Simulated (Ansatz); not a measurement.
# Quick settings and what they miss: HfV2Ga4 (I4/mmm, 7 atoms in the cell)

Self-consistent single point.

```yaml
crystal:
  lattice:
    - [-3.22351, 3.22351, 2.59398]
    - [3.22351, -3.22351, 2.59398]
    - [3.22351, 3.22351, -2.59398]
  atoms:
    - { symbol: Hf, position: [0.00000, 0.00000, 0.00000] }
    - { symbol: V, position: [0.75000, 0.25000, 0.50000] }
    - { symbol: V, position: [0.25000, 0.75000, 0.50000] }
    - { symbol: Ga, position: [0.30288, 0.30288, 0.60576] }
    - { symbol: Ga, position: [0.69712, 0.69712, 0.39424] }
    - { symbol: Ga, position: [0.30288, 0.69712, 0.00000] }
    - { symbol: Ga, position: [0.69712, 0.30288, 0.00000] }
```

Computed with PBEsol, default PAW files made with PBE (plane waves; Ansatz, a program for electronic structure).

Base settings: basis.ecutwfc = 30.9 Ry; kpoints.mp_grid.grid = 8 8 8; hamiltonian.xc = pbesol; hamiltonian.pseudopotentials = {kind: paw} (the program's default PAW files); scf.occupations.method = cold; scf.occupations.width = 0.0073 Ry.

Tight run (finer mesh or higher cutoff; not a proven limit): basis.ecutwfc: 30.9 Ry → 43.4 Ry; kpoints.mp_grid.grid: 8 8 8 → 11 11 11; scf.convergence.dr2_threshold: default (1e-07 eV) → 1e-09 eV. It gave Fermi level (on the code's own zero) 15.40 eV; pressure -4.99 GPa; largest force (vector length) 0.071 eV/Å.

Quick runs, as changes from the base:
- A: the base itself
- B: basis.ecutwfc: 30.9 Ry → 15.4 Ry; kpoints.mp_grid.grid: 8 8 8 → 2 2 2; scf.occupations.width: 0.0073 Ry → 0.01 Ry
- C: basis.ecutwfc: 30.9 Ry → 21.7 Ry; kpoints.mp_grid.grid: 8 8 8 → 4 4 4; scf.occupations.method: cold → methfessel_paxton; scf.occupations.width: 0.0073 Ry → 0.0367 Ry; kpoints.mp_grid.shift: default → 0.5 0.5 0.5
- D: kpoints.mp_grid.grid: 8 8 8 → 4 4 4; hamiltonian.xc: pbesol → lda; scf.occupations.width: 0.0073 Ry → 0.02 Ry; scf.convergence.dr2_threshold: default (1e-07 eV) → 0.001 eV [LDA (PW92)]
- E: basis.ecutwfc: 30.9 Ry → 21.7 Ry; scf.occupations.method: cold → fermi_dirac; scf.occupations.width: 0.0073 Ry → 0.0147 Ry
- F: basis.ecutwfc: 30.9 Ry → 18.4 Ry; kpoints.mp_grid.grid: 8 8 8 → 6 6 6; scf.occupations.method: cold → methfessel_paxton; scf.occupations.width: 0.0073 Ry → 0.02 Ry; kpoints.mp_grid.shift: default → 0.5 0.5 0.5

Energies are extrapolated to zero smearing width, which holds to low order in the width alone.

Dashes: energy of D, another energy zero.

† marks runs with another functional, U, potentials or spin treatment: their distance from the tight run is not a convergence error alone.

The count of work is k-points × plane waves × bands × iterations; it is no time. 

Pressures in the table are Ansatz's without its Pulay estimate, at a fixed set of plane waves; the tight run's value above holds the estimate.

The starting cell comes from a database of computed structures (which also holds hypothetical and non-ambient phases and stackings), without a prior relaxation at this level. Its lattice was rescaled by a random factor within 2.5 % of one. Spin polarisation is off. In the base run, with a pressure of about -5 GPa the cell is away from its equilibrium volume at this level.

```
run  energy less tight (meV/atom)  pressure less tight (GPa)  largest miss in a force vector (eV/Å)  count of work / tight
---  ----------------------------  -------------------------  -------------------------------------  ---------------------
A                             1.7                      -0.02                                  0.001                   0.22
B                          5660.5                    -274.94                                  0.809                 0.0059
C                           176.4                     -16.19                                  0.004                  0.025
D†                              –                      -4.34                                  0.004                  0.025
E                           176.0                     -15.78                                  0.002                   0.14
F                          1257.0                     -85.02                                  0.191                  0.056
```

Among the runs at the tight run's level, the energy misses run from 1.7 to 5660.5 meV/atom.

Keys are those of Ansatz 0.2.
